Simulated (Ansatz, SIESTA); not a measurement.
A SIESTA input for a self-consistent single point of LaZnIn (P6_3/mmc, 6 atoms in the cell) (DFT, GGA PBEsol, numerical atomic orbitals DZP, PseudoDojo PBEsol standard norm-conserving potentials (rewritten from UPF to PSML)):

```
# files in the folder: La.psml Zn.psml In.psml (PseudoDojo PBEsol standard)
SystemName  LaZnIn
SystemLabel siesta

NumberOfAtoms                6
NumberOfSpecies              3
%block ChemicalSpeciesLabel
  1 57 La
  2 30 Zn
  3 49 In
%endblock ChemicalSpeciesLabel
LatticeConstant              1.0 Ang
%block LatticeVectors
     4.649404000    0.000000000    0.000000000
    -2.324702000    4.026502000    0.000000000
     0.000000000    0.000000000    7.843979000
%endblock LatticeVectors
AtomicCoordinatesFormat      Fractional
%block AtomicCoordinatesAndAtomicSpecies
     0.000000000    0.000000000    0.000000000  1
     0.000000000    0.000000000    0.500000000  1
     0.666667000    0.333333000    0.250000000  2
     0.333333000    0.666667000    0.750000000  2
     0.666667000    0.333333000    0.750000000  3
     0.333333000    0.666667000    0.250000000  3
%endblock AtomicCoordinatesAndAtomicSpecies

XC.functional                GGA
XC.authors                   PBEsol
PAO.BasisSize                DZP
PAO.EnergyShift              0.005 Ry
MeshCutoff                   400 Ry
%block kgrid.MonkhorstPack
    6   0   0  0.0
    0   6   0  0.0
    0   0   3  0.0
%endblock kgrid.MonkhorstPack
OccupationFunction           FD
ElectronicTemperature        136.0 meV

MaxSCFIterations             150
SCF.Mixer.Method             Broyden
SCF.Mixer.Weight             0.25
SCF.Mixer.History            8
SCF.DM.Tolerance             1.0E-04
Diag.ParallelOverK           true
WriteForces                  true
```

**Question.** Write the same calculation as an input for Ansatz (an electronic-structure program).

**Answer.** This is the input that was run; spellings and numerical settings could be chosen otherwise.

Ansatz 0.2 input:
```yaml
# LaZnIn
crystal:
  lattice:
    - [4.64940400, 0.00000000, 0.00000000]
    - [-2.32470200, 4.02650200, 0.00000000]
    - [0.00000000, 0.00000000, 7.84397900]
  atoms:
    - { symbol: La, position_ang: [0.00000000, 0.00000000, 0.00000000] }
    - { symbol: La, position_ang: [0.00000000, 0.00000000, 3.92198950] }
    - { symbol: Zn, position_ang: [2.32470432, 1.34216599, 1.96099475] }
    - { symbol: Zn, position_ang: [-0.00000232, 2.68433601, 5.88298425] }
    - { symbol: In, position_ang: [2.32470432, 1.34216599, 5.88298425] }
    - { symbol: In, position_ang: [-0.00000232, 2.68433601, 1.96099475] }
basis:
  ecutwfc: 30.9 Ry
kpoints:
  mp_grid: { grid: [6, 6, 3] }
hamiltonian:
  xc: pbesol
  pseudopotentials: { kind: paw }
scf:
  occupations: { method: fermi_dirac, width: 0.01 Ry }
output:
  forces: true
  eigenvalues: true
  stress: true
```

Basis settings and potentials, where a program has them, do not carry over. This input uses DFT, PBEsol, plane waves, default PAW files made with PBE. The width in Ry is rounded to four decimals. Both were run: pressure 1.95 GPa in SIESTA and 1.46 in Ansatz. Ansatz's pressure is the one without its finite-basis correction.

On SIESTA: the starting cell comes from a database of computed structures (which also holds hypothetical and non-ambient phases and stackings), without a prior relaxation at this level. For this run, on top of that: lattice scaled by 0.98. Values carry the incompleteness of an atom-centred basis.

On Ansatz: the starting cell comes from a database of computed structures (which also holds hypothetical and non-ambient phases and stackings), without a prior relaxation at this level. For this run, on top of that: lattice scaled by 0.98.
